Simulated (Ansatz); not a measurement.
The starting structures come from a database of crystals and need not be the phases stable at ambient conditions.

 Where the default PAW files enter, the runs use the earlier of Ansatz's two default sets.

The decay constant κ of evanescent states in the gap governs leakage through a thin film.

Given:

```
CELL_PARAMETERS angstrom
      6.17416     0.00000     0.00000
      0.00000     6.17416     0.00000
      3.08708    -3.08708     4.36579
ATOMIC_POSITIONS crystal
  K  0.25000 0.25000 0.50000
  K  0.75000 0.75000 0.50000
  Na 0.50000 0.50000 0.00000
  In 0.00000 0.00000 0.00000
  F  0.24052 0.24052 0.00000
  F  0.75948 0.75948 0.00000
  F  0.75948 0.24052 0.00000
  F  0.24052 0.75948 0.00000
  F  0.75948 0.24052 0.48104
  F  0.24052 0.75948 0.51896
```

Space group of this cell: Fm-3m. The cell is taken as given; by PBEsol its mean pressure is -2.5 GPa.

Transport runs along the normal of the first two printed cell vectors, the (001) plane of the conventional cell.

The gap is the functional's own, uncorrected, and κ follows it; spin-orbit coupling is left out. Mid-gap values are interpolated between the computed energies.

**Question.** Predict the band gap and the smallest decay constant κ at mid-gap from PBEsol (Ansatz, a program for electronic structure).

**Answer.** Gap 5.14 eV on a 8×8×8 mesh; κ = 0.499 1/Å, at the zone centre.
